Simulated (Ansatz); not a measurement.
## hcp Ru: the defect Si on the Ru site (Si_Ru)

Computed with PBE, PAW (plane waves to 420 eV; Ansatz, a first-principles code). Set-up: 48-site cell; 4×4×4 shifted k-points; start: the Ru site; finite-size errors of tenths of an eV; the relaxation kept the symmetry of the starting site; flagged in the runs: a host that isn't quite at rest in this cell.

Neighbours after relaxation, in Å: of the Si atom: Ru 2.66, Ru 2.66, Ru 2.66, Ru 2.66, Ru 2.66, Ru 2.66, Ru 2.72, Ru 2.72 (the shell may go on).

Formation energies E_f are those of the neutral cell. Chemical conditions: impurity bounded by its compound with the host (Δμ(Ru) = 0.00 eV, Δμ(Si) = -1.27 eV, bounded by RuSi (P2_13); only phases computed here count, gases as isolated molecules at 0 K). Reference phases: Ru: hcp Ru, Si: silicon.

```json
[
 {"charge": "0", "moment (μB)": "not spin-polarised", "largest move off a lattice site (Å)": "0.03", "E_f, impurity bounded by its compound with the host (eV)": "0.88"}
]
```

Flagged in the runs: a host that isn't quite at rest in this cell.

All states together cost about 20 core-minutes (a rough figure).
